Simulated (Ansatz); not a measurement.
TiAl₃ (I4/mmm, No. 139), treated with PBEsol (Ansatz, a quantum-chemistry and plane-wave program, plane waves, PAW).

Numerical settings: plane-wave cutoff 520 eV, 24×24×24 k mesh, Fermi–Dirac smearing 0.033 eV (set by the program), no spin polarisation, scalar-relativistic PAW data made under PBE.

Computed at the level's own relaxed cell.

Elastic tensor (GPa, Voigt notation, ions relaxed):

```
  202.1    90.2    47.4     0.0     0.0     0.0
   90.2   202.1    47.4     0.0     0.0     0.0
   47.4    47.4   230.0     0.0     0.0     0.0
    0.0     0.0     0.0   100.1     0.0     0.0
    0.0     0.0     0.0     0.0   100.1     0.0
    0.0     0.0     0.0     0.0     0.0   136.5
```

### Question
Work out the Voigt, Reuss and Hill averages of the bulk and shear moduli, Young's modulus and Poisson's ratio from the printed constants.

### Answer
K_V = [C11 + C22 + C33 + 2(C12 + C13 + C23)]/9 = [634.2 + 2 × 185.0]/9 = 111.6 GPa. G_V = [634.2 − 185.0 + 3 × 336.7]/15 = 97.3 GPa. From the compliances S = C⁻¹, K_R = 111.5 and G_R = 89.5 GPa. Hill means: K = 111.5, G = 93.4 GPa. E = 9KG/(3K + G) = 219 GPa, ν = (3K − 2G)/(6K + 2G) = 0.17, K/G = 1.19.
